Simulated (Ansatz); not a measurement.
Cost and result by functional for the surface energy of the (110) surface of bcc Na in its 1x1 cell, outermost plane spacing 2.97 Å in the ideal cut, in Ansatz (plane waves, PAW). Single points on the PBE structure, on one kind of machine; costs are rough ratios of the slab run's core time (references not counted) to the cheapest single point. r2SCAN's cost holds its higher cutoff (500 against 420 eV). Differences are taken against r2SCAN for comparison alone: no measured value is at hand, so the table doesn't rank accuracy.

Model: 5-atom slab, 11.9 Å thick at the start, 11x11x1 mesh, Fermi-Dirac 0.1 eV, dipole correction, all atoms relaxed; symmetry of the start imposed; no spin, no spin-orbit, no U. These notes are the PBE run's.

| functional | relative cost | surface energy (J/m²) | less r2SCAN (J/m²) |
|---|---|---|---|
| PBEsol | 1 | 0.23 | 0.00 |
| LDA | 1 | 0.23 | 0.00 |
| RPBE | 1 | 0.18 | -0.05 |
| r2SCAN | 3 | 0.23 | 0.00 |
| PBE (the relaxed run's value) | – | 0.21 | -0.03 |

The values span 0.05 J/m², while the single points' costs differ by a factor of roughly 3. Differences are of unrounded values.

Ansatz is a quantum-chemistry and plane-wave program.
